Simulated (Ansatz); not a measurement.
Band structure of Hf (P6_3/mmc, 2 atoms in the cell).

```xyz
2
Lattice="3.2202 0.0000 0.0000 -1.6101 2.7887 0.0000 0.0000 0.0000 5.0889" Properties=species:S:1:pos:R:3 pbc="T T T"
Hf     0.0000     1.8592     1.2722
Hf     1.6101     0.9296     3.8167
```

Computed with PBE (plane waves, PAW; Ansatz, a quantum-chemistry and plane-wave program).

Settings: kpoints.mp_grid.grid = 16 16 9; hamiltonian.xc = pbe; hamiltonian.pseudopotentials = {kind: paw} (the program's default PAW files); scf.occupations.method = gaussian; scf.occupations.width = 0.136 eV; kpoints.band_path.npoints = 8.

The starting cell comes from a database of computed structures (which also holds hypothetical and non-ambient phases and stackings), without a prior relaxation at this level. Its lattice was rescaled by a random factor within 2.5 % of one. Spin-orbit coupling is off.

Levels in eV from the Fermi level, bands 23 to 30:
```
point     23     24     25     26     27     28    29    30
-----  -----  -----  -----  -----  -----  -----  ----  ----
Γ      -7.31  -3.65   0.57   1.16   1.16   1.44  1.96  1.96
M      -3.33  -2.69  -2.17  -0.85   0.77   0.84  1.63  5.73
K      -2.07  -1.81  -1.81  -1.44   0.36   0.36  2.00  5.09
A      -5.37  -5.37   0.15   0.15   1.05   1.05  1.05  1.05
L      -3.35  -3.35  -0.96  -0.96   1.10   1.10  2.59  2.59
H      -1.73  -1.73  -1.44  -1.44  -0.23  -0.23  2.48  2.48
```

Bands cross the Fermi level along this path, so the cell is metallic at this level.

Keys are those of Ansatz 0.2.
